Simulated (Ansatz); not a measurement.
Consider this model of amorphous In9Ga9Zn9O38Hf.

```xyz
66
Lattice="9.5269 0.2540 -0.0833 0.2540 9.2673 0.3093 -0.0833 0.3093 9.5548" Properties=species:S:1:pos:R:3 pbc="T T T"
In     1.5683     1.1888     4.0293
In     3.4489     3.9019     4.9397
In     1.9819     6.9600     0.9881
In     5.8979     1.7819     9.3112
In     2.2666     4.8373     8.3142
In     7.4513     2.7652     3.0475
In     5.1291     7.6543     7.5957
In     6.6124     5.9078     4.8585
In     8.4380     3.9172     9.1998
Ga     3.5851     1.6502     7.4350
Ga     9.5009     3.8887     5.6372
Ga     3.7812     7.5833     3.9078
Ga     4.2792     1.8342     2.6394
Ga     1.1144     6.7259     4.2884
Ga     2.0211     1.3346     0.3208
Ga     8.3501     6.0621     1.8400
Ga     8.9552     0.3237     1.3720
Ga     9.2316     1.2904     7.5371
Zn     5.1143     0.3364     4.8497
Zn     1.9679     8.6040     7.2360
Zn     7.6637     8.3646     9.3348
Zn     5.7970     7.9398     1.9140
Zn     6.6384     2.7340     6.0622
Zn     4.2546     5.0795     1.9123
Zn     1.2295     3.7776     1.9542
Zn     8.6582     9.3584     5.0360
Zn     5.5009     4.7259     7.6721
O      0.4588     0.5271     5.7964
O      8.0809     8.1208     1.7028
O      4.1272     5.9513     8.2183
O      1.5058     1.0080     8.1155
O      1.4089     7.0753     8.3597
O      6.6670     6.1765     2.7299
O      8.5082     2.9336     6.9889
O      1.4461     8.9476     1.3187
O      0.5012     4.9848     6.9072
O      5.5070     1.6625     7.2360
O      5.7764     8.6339     9.4526
O      3.7247     1.8212     9.3306
O      3.6492     1.7207     4.5531
O      2.9717     3.3643     6.9562
O      0.6150     6.1120     2.5687
O      2.0873     8.3492     4.1568
O      7.9298     4.1714     4.6289
O      5.4384     4.3547     5.7545
O      6.9863     6.4768     7.0063
O      3.9077     6.9616     2.0639
O      8.5892     8.8813     7.7177
O      2.7870     5.9201     4.6060
O      6.3959     3.8778     9.0884
O      4.8041     9.1447     3.1700
O      1.2567     3.3092     4.4227
O      2.5489     4.9199     0.8882
O      4.6385     3.7004     3.0794
O      6.8515     1.2842     4.6852
O      5.2006     7.5279     5.2420
O      9.0382     1.2248     2.9877
O      6.0478     1.7833     1.8326
O      8.6588     4.0908     1.8028
O      8.4756     6.3281     9.3866
O      0.9654     3.3278     9.4753
O      8.2271     1.5860     9.3945
O      3.7999     9.1537     6.9765
O      2.3785     2.0055     2.1186
O      9.1039     7.3754     5.2365
Hf     8.9763     6.8883     7.3743
```

These are PBE, scalar-relativistic without spin-orbit coupling (plane waves to 420 eV, PAW; Ansatz, a program for electronic structure) values and carry that method's errors.

A CHGNet melt-quench gave the starting glass, which DFT then relaxed. O atoms were pushed apart under 1.9 Å during the dynamics, to hinder bonds among them. The hot cell started wider than the set density and was brought back towards it in steps. It is the lowest in DFT energy of 2 quenches. It is a model cell: composition and starting density were chosen by hand, and all elements were melted together. No dispersion term was used. Its density started from a set value of 6.05 and ended at 5.99 g/cm³. The quench (nominally 320 K/ps over its main leg) was far faster than any real one, so the model tends to hold more defects than a real film. A cell of this size samples the disorder only roughly. Volume and shape were free in the relaxation.

Bonds are counted up to In-In 3.12 Å, In-Ga 2.90 Å, In-Zn 2.90 Å, In-O 2.62 Å, In-Hf 3.23 Å, Ga-Ga 2.68 Å, Ga-Zn 2.68 Å, Ga-O 2.42 Å, Ga-Hf 3.01 Å, Zn-Zn 2.68 Å, Zn-O 2.58 Å, Zn-Hf 3.01 Å, O-O 1.58 Å, O-Hf 2.65 Å, Hf-Hf 3.34 Å. Two cations that share two anions don't count as bonded, nor two that share one unless they lie closer than In-In 3.04 Å, In-Ga 2.82 Å, In-Zn 2.82 Å, In-Hf 3.15 Å, Ga-Ga 2.61 Å, Ga-Zn 2.61 Å, Ga-Hf 2.93 Å, Zn-Zn 2.61 Å, Zn-Hf 2.93 Å, Hf-Hf 3.25 Å.

Problem. Give the coordination numbers, mean bond lengths and angles.

Solution. 
```json
{
 "Mean coordination of In by anions": "5.56 (4 with 5, 5 with 6)",
 "Mean coordination of Ga by anions": "4.67 (3 with 4, 6 with 5)",
 "Mean coordination of Zn by anions": "4.44 (1 with 3, 4 with 4, 3 with 5, 1 with 6)",
 "Mean coordination of O": "3.63 (14 with 3, 24 with 4)",
 "Mean coordination of Hf by anions": "6.00 (1 with 6)",
 "Mean In-O bond": "2.212 Å (spread 0.096 Å, 50 counted)",
 "Mean Ga-O bond": "1.945 Å (spread 0.084 Å, 42 counted)",
 "Mean Zn-O bond": "2.083 Å (spread 0.167 Å, 40 counted)",
 "Mean O-Hf bond": "2.117 Å (spread 0.068 Å, 6 counted)",
 "Bond angle at In": "mean 105.4°, spread 30.2°",
 "Bond angle at Ga": "mean 107.4°, spread 24.0°",
 "Bond angle at Zn": "mean 105.7°, spread 23.4°",
 "Bond angle at O": "mean 110.6°, spread 16.8°",
 "Bond angle at Hf": "mean 105.3°, spread 30.8°"
}
```

Problem. List the pairs of like atoms that count as bonded by the rules above.

Solution. There are none by these rules.
